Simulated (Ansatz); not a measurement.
Subject: the formation energy of the neutral Zn_In in InP (zinc blende, F-43m). Reaction: Zn (hcp) + 54 InP (zinc blende) → cell A + In (I4/mmm).

Cell A: a supercell of 108 sites of InP (zinc blende, F-43m) with Zn on an In site (4 P at 2.43 Å); an odd number of electrons; spin state with PBE: no moments, k-point mesh 2×2×1.
```yaml
crystal:
  lattice:
    - [12.64328, 0.00000, 0.00000]
    - [-6.32164, 10.94940, 0.00000]
    - [0.00000, 0.00000, 20.64639]
  atoms:
    - { symbol: P, position: [0.00003, 0.99997, 0.00001] }
    - { symbol: In, position: [0.11118, 0.22232, 0.04177] }
    - { symbol: P, position: [0.00022, 0.33344, 0.99961] }
    - { symbol: In, position: [0.11118, 0.55553, 0.04177] }
    - { symbol: P, position: [0.00003, 0.66673, 0.00001] }
    - { symbol: In, position: [0.11111, 0.88889, 0.04217] }
    - { symbol: P, position: [0.33327, 0.99997, 0.00001] }
    - { symbol: In, position: [0.44447, 0.22232, 0.04177] }
    - { symbol: P, position: [0.33340, 0.33346, 0.99983] }
    - { symbol: In, position: [0.44444, 0.55556, 0.04186] }
    - { symbol: P, position: [0.33340, 0.66660, 0.99983] }
    - { symbol: In, position: [0.44447, 0.88882, 0.04177] }
    - { symbol: P, position: [0.66656, 0.99978, 0.99961] }
    - { symbol: In, position: [0.77778, 0.22222, 0.04135] }
    - { symbol: P, position: [0.66656, 0.33344, 0.99961] }
    - { symbol: In, position: [0.77768, 0.55553, 0.04177] }
    - { symbol: P, position: [0.66654, 0.66660, 0.99983] }
    - { symbol: In, position: [0.77768, 0.88882, 0.04177] }
    - { symbol: P, position: [0.11126, 0.22239, 0.16687] }
    - { symbol: In, position: [0.22240, 0.44453, 0.20919] }
    - { symbol: P, position: [0.11126, 0.55554, 0.16687] }
    - { symbol: In, position: [0.22241, 0.77759, 0.20920] }
    - { symbol: P, position: [0.11111, 0.88889, 0.16730] }
    - { symbol: In, position: [0.22241, 0.11148, 0.20920] }
    - { symbol: P, position: [0.44446, 0.22239, 0.16687] }
    - { symbol: In, position: [0.55547, 0.44453, 0.20919] }
    - { symbol: P, position: [0.44444, 0.55556, 0.16699] }
    - { symbol: In, position: [0.55547, 0.77760, 0.20919] }
    - { symbol: P, position: [0.44446, 0.88874, 0.16687] }
    - { symbol: In, position: [0.55555, 0.11111, 0.20866] }
    - { symbol: P, position: [0.77778, 0.22222, 0.16655] }
    - { symbol: In, position: [0.88889, 0.44445, 0.20866] }
    - { symbol: P, position: [0.77761, 0.55554, 0.16687] }
    - { symbol: In, position: [0.88852, 0.77759, 0.20920] }
    - { symbol: P, position: [0.77761, 0.88874, 0.16687] }
    - { symbol: In, position: [0.88889, 0.11111, 0.20866] }
    - { symbol: P, position: [0.22294, 0.44480, 0.33401] }
    - { symbol: In, position: [0.00023, 0.99977, 0.37553] }
    - { symbol: P, position: [0.22291, 0.77709, 0.33417] }
    - { symbol: In, position: [0.00060, 0.33364, 0.37549] }
    - { symbol: P, position: [0.22291, 0.11248, 0.33417] }
    - { symbol: In, position: [0.00023, 0.66713, 0.37553] }
    - { symbol: P, position: [0.55520, 0.44480, 0.33401] }
    - { symbol: In, position: [0.33287, 0.99977, 0.37553] }
    - { symbol: P, position: [0.55520, 0.77706, 0.33401] }
    - { symbol: In, position: [0.33385, 0.33437, 0.37835] }
    - { symbol: P, position: [0.55549, 0.11108, 0.33362] }
    - { symbol: In, position: [0.33385, 0.66615, 0.37835] }
    - { symbol: P, position: [0.88892, 0.44451, 0.33362] }
    - { symbol: In, position: [0.66636, 0.99940, 0.37549] }
    - { symbol: P, position: [0.88752, 0.77709, 0.33417] }
    - { symbol: In, position: [0.66636, 0.33364, 0.37549] }
    - { symbol: P, position: [0.88892, 0.11108, 0.33362] }
    - { symbol: In, position: [0.66563, 0.66615, 0.37835] }
    - { symbol: P, position: [0.99955, 0.00045, 0.50044] }
    - { symbol: In, position: [0.11588, 0.22496, 0.54087] }
    - { symbol: P, position: [0.00064, 0.33365, 0.50034] }
    - { symbol: In, position: [0.11588, 0.55759, 0.54087] }
    - { symbol: P, position: [0.99955, 0.66577, 0.50044] }
    - { symbol: In, position: [0.11111, 0.88889, 0.54109] }
    - { symbol: P, position: [0.33423, 0.00045, 0.50044] }
    - { symbol: In, position: [0.44241, 0.22496, 0.54087] }
    - { symbol: P, position: [0.33955, 0.34576, 0.50258] }
    - { symbol: Zn, position: [0.44444, 0.55556, 0.54146] }
    - { symbol: P, position: [0.33955, 0.66045, 0.50258] }
    - { symbol: In, position: [0.44241, 0.88412, 0.54087] }
    - { symbol: P, position: [0.66635, 0.99936, 0.50034] }
    - { symbol: In, position: [0.77778, 0.22222, 0.54138] }
    - { symbol: P, position: [0.66635, 0.33365, 0.50034] }
    - { symbol: In, position: [0.77504, 0.55759, 0.54087] }
    - { symbol: P, position: [0.65424, 0.66045, 0.50258] }
    - { symbol: In, position: [0.77504, 0.88412, 0.54087] }
    - { symbol: P, position: [0.11153, 0.22295, 0.66619] }
    - { symbol: In, position: [0.22725, 0.44696, 0.70643] }
    - { symbol: P, position: [0.11153, 0.55525, 0.66619] }
    - { symbol: In, position: [0.22248, 0.77752, 0.70775] }
    - { symbol: P, position: [0.11111, 0.88889, 0.66636] }
    - { symbol: In, position: [0.22248, 0.11163, 0.70775] }
    - { symbol: P, position: [0.44475, 0.22295, 0.66619] }
    - { symbol: In, position: [0.55304, 0.44696, 0.70643] }
    - { symbol: P, position: [0.44444, 0.55556, 0.65897] }
    - { symbol: In, position: [0.55304, 0.77275, 0.70643] }
    - { symbol: P, position: [0.44475, 0.88847, 0.66619] }
    - { symbol: In, position: [0.55495, 0.11081, 0.70765] }
    - { symbol: P, position: [0.77778, 0.22222, 0.66639] }
    - { symbol: In, position: [0.88919, 0.44505, 0.70765] }
    - { symbol: P, position: [0.77705, 0.55525, 0.66619] }
    - { symbol: In, position: [0.88837, 0.77752, 0.70775] }
    - { symbol: P, position: [0.77705, 0.88847, 0.66619] }
    - { symbol: In, position: [0.88919, 0.11081, 0.70765] }
    - { symbol: P, position: [0.22269, 0.44468, 0.83215] }
    - { symbol: In, position: [0.00003, 0.99997, 0.87480] }
    - { symbol: P, position: [0.22230, 0.77770, 0.83304] }
    - { symbol: In, position: [0.00071, 0.33369, 0.87430] }
    - { symbol: P, position: [0.22230, 0.11127, 0.83304] }
    - { symbol: In, position: [0.00003, 0.66673, 0.87480] }
    - { symbol: P, position: [0.55532, 0.44468, 0.83215] }
    - { symbol: In, position: [0.33327, 0.99997, 0.87480] }
    - { symbol: P, position: [0.55532, 0.77731, 0.83215] }
    - { symbol: In, position: [0.33360, 0.33387, 0.87462] }
    - { symbol: P, position: [0.55554, 0.11110, 0.83287] }
    - { symbol: In, position: [0.33360, 0.66640, 0.87462] }
    - { symbol: P, position: [0.88890, 0.44446, 0.83287] }
    - { symbol: In, position: [0.66631, 0.99929, 0.87430] }
    - { symbol: P, position: [0.88873, 0.77770, 0.83304] }
    - { symbol: In, position: [0.66631, 0.33369, 0.87430] }
    - { symbol: P, position: [0.88890, 0.11110, 0.83287] }
    - { symbol: In, position: [0.66613, 0.66640, 0.87462] }
```

Reference: In (I4/mmm), 1 atom in the cell, k-point mesh 24×24×24 on the run's own vectors. Conventional cell: a = b = 3.4180 Å, c = 4.7125 Å, α = β = γ = 90.00°.

Reference: Zn (hcp, P6₃/mmc), 2 atoms in the cell, k-point mesh 30×30×12 on the run's own vectors. Conventional cell: a = b = 2.647 Å, c = 5.025 Å, α = β = 90.00°, γ = 120.00°.

Reference: InP (zinc blende, F-43m), 108 atoms in the cell, the relaxed perfect crystal repeated, atoms not moved again, k-point mesh 2×2×1 on the run's own vectors.

All numbers come from Ansatz (an electronic-structure program), plane waves with PAW, its PAW set soft_1, cutoff 420 eV, 500 eV for r2SCAN. The structures are at rest with PBE, within the held lattices; other levels are single points on them. Neutral cells; Fermi-Dirac smearing of at most 0.10 eV in the solids, energies taken to zero width. The lattices are those relaxed with PBE, so at other levels the solids can be strained, which adds to the spread. Larger cells are relaxed from a start prepared with the learned potential CHGNet till forces fall under 0.03 eV/Å, which some starts already meet. A dispersion term (D3(BJ), or D4 for r2SCAN) was computed beside these levels and is taken off wherever the name lacks it. Space groups of crystals are read within 0.01 Å. Static lattices, no vibrational contributions. Cells are local rest points, mostly with their start's symmetry. Spin-orbit coupling is left out. Values are for these cell sizes. Mesh and cell size may move defect energies by 0.1 eV or more. The value holds for the reservoirs listed; other chemical potentials shift it. Cell A has symmetry P3m1 within 0.02 Å and got no random move, so less symmetric positions, which may lie lower, weren't tried.

### Question
Give the value at the level r2SCAN.

### Answer
0.96 eV, for Zn (hcp) + 54 InP (zinc blende) → cell A + In (I4/mmm).

### Question
List the value at the remaining levels and say how far they part.

### Answer
| Method | value (eV) | less r2SCAN |
|---|---|---|
| PBE | 0.59 | -0.37 |

The levels shown span 0.37 eV, from PBE (0.59) to r2SCAN (0.96).
